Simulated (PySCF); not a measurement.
PySCF 2.14.0, WB97X/def2-svp, df: Al(fmdH)3 (N=C[NH][Al]([NH]C=N)[NH]C=N), 19 atoms. The geometry is a generated start, not checked to be a minimum at this level.

```
Quantity                       Value
-------------------  ---------------
task                          energy
method                         wb97x
basis                       def2-svp
two-electron scheme  density fitting
mol.max_memory               3000 MB
mf.max_cycle                     100
mf.conv_tol          1e-09 (default)
mf.grids.level           3 (default)
basis functions                  189
grid points                   233224
```

```xyz
19

Al     0.0006     0.0002    -0.0007
C     -1.7050    -1.5930     0.1508
N     -0.8526    -1.5569    -0.8379
N     -1.5255    -0.6642     1.0493
H     -2.5034    -2.3411     0.2180
H     -0.9465    -2.2589    -1.5570
H     -2.1601    -0.6499     1.8321
C      0.0888     1.4468    -1.8383
N      1.0544     0.6207    -1.5414
N     -0.9282     1.3972    -1.0207
H      0.1263     2.1272    -2.6968
H      1.8678     0.6198    -2.1381
H     -1.7071     2.0115    -1.2024
C      1.6160     0.1484     1.6851
N      0.8184     1.1353     1.3784
N      1.4395    -0.9294     0.9699
H      2.3720     0.2183     2.4761
H      0.9195     1.9925     1.8991
H      2.0252    -1.7246     1.1744
```

With the defaults (mf.diis = true, mf.diis_space = 8, newton = off, mf.level_shift = 0, mf.init_guess = minao, mf.damp = 0, mf.diis_start_cycle = 1, mf.DIIS = CDIIS) it converges in 12 Fock builds. One run each on 2 threads, 1 BLAS thread, with these changes:
- mf.diis_space = 3
- mf.diis_space = 20
- mf.level_shift = 0.3 Hartree
- mf.diis = false, mf.damp = 0.7, mf.diis_start_cycle = 999
- mf.damp = 0.7, mf.diis_start_cycle = 8
- mf.init_guess = 1e
- newton = Hessian by the SCF's own integrals
- mf.DIIS = ADIIS
- mf.diis = false

Task: Which runs fail or end elsewhere than the default run?

Result: No convergence: mf.diis = false (the run ends without SCF convergence in 100 cycles). The rest reach the solution of the defaults.

```
setting                                                    Fock builds             end
---------------------------------------------------------  -----------  --------------
the defaults                                                        12   same solution
mf.diis_space = 20                                                  12   same solution
mf.diis_space = 3                                                   14   same solution
mf.level_shift = 0.3 Hartree                                        14   same solution
mf.damp = 0.7, mf.diis_start_cycle = 8                              16   same solution
mf.DIIS = ADIIS                                                     16   same solution
mf.init_guess = 1e                                                  19   same solution
newton = Hessian by the SCF's own integrals                         26   same solution
mf.diis = false, mf.damp = 0.7, mf.diis_start_cycle = 999           37   same solution
mf.diis = false                                                    101  no convergence
```

Under newton the count holds the products with the orbital Hessian.
